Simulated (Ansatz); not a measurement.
**Mg$_{5}$Si$_{6}$ (C2/m): band-structure transport figures**

Here is the system:

```xyz
11
Lattice="7.7055 -1.9296 -0.1807 7.7055 1.9296 -0.1807 -1.6158 0.0000 6.5490" Properties=species:S:1:pos:R:3 pbc="T T T"
Mg     7.7055     0.0000    -0.1807
Mg     4.9367     0.0000     0.3200
Mg     8.8584     0.0000     5.8676
Mg     5.3835     0.0000     3.5590
Mg     8.4117     0.0000     2.6287
Si    -0.3881     0.0000     4.5383
Si    14.1832     0.0000     1.6493
Si     2.4199     0.0000     1.6301
Si    11.3753     0.0000     4.5576
Si     2.1285     0.0000     4.2273
Si    11.6666     0.0000     1.9603
```

Level of theory: PBEsol, rigid bands (plane waves, PAW, scalar-relativistic; Ansatz, an electronic-structure program). How the cell was made: cell and atoms relaxed with PBEsol.

```yaml
density of states at the Fermi level: 3.69 states/(eV·cell), both spins
bare Sommerfeld coefficient: 0.79 mJ/(mol of atoms·K²)
drude_plasma_energy: 3.8 (x), 6.6 (y), 5.8 (z) eV
root-mean-square Fermi velocity: 7.8e5 m/s
resistivity times τ: 35 (x), 11.2 (y), 14.5 (z) ×10⁻²² Ω·m·s
```

A metal at this level (no band gap); rigid bands, thermally averaged at 300 K, both spins. Spin-orbit coupling is left out. τ is one relaxation time for all states.

Computed structure with no diffraction record at hand here (it may be known, metastable or hypothetical): Mg5Si6 (C2/m).
